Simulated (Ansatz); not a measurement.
## La: pressure series

Take La (space group P6_3/mmc, No. 194; a = 3.770 Å, c = 12.081 Å) as the base.

Cell and atoms are relaxed at each pressure.

Computed with Ansatz (a quantum-chemistry and plane-wave program) PBE, no spin-orbit coupling.

| pressure (GPa) | volume per atom (Å³/atom) |
|---|---|
| -2 | 40.586 |
| -1 | 38.754 |
| 0 | 37.182 |
| 0.3 | 36.746 |
| 0.7 | 36.190 |
| 1.5 | 35.155 |
| 5 | 31.575 |
| 7.5 | ? |
| 10 | 28.138 |

Question: Fit the third-order Birch–Murnaghan form P(V) = (3B₀/2)[(V₀/V)^(7/3) − (V₀/V)^(5/3)]·[1 + (3/4)(B₀′ − 4)((V₀/V)^(2/3) − 1)] (squares taken in P) to the rows shown and predict the withheld row.

Answer: Least squares on the printed values gives V₀ = 37.142 Å³/atom, B₀ = 25.0 GPa, B₀′ = 2.8; this predicts 29.724 Å³/atom, and the run gives 29.689 Å³/atom, 0.035 lower.

Load acts through the strain it causes; cell and atoms are relaxed under it. Whether these cells are dynamically stable was not tested. Competing high-pressure phases were not computed.
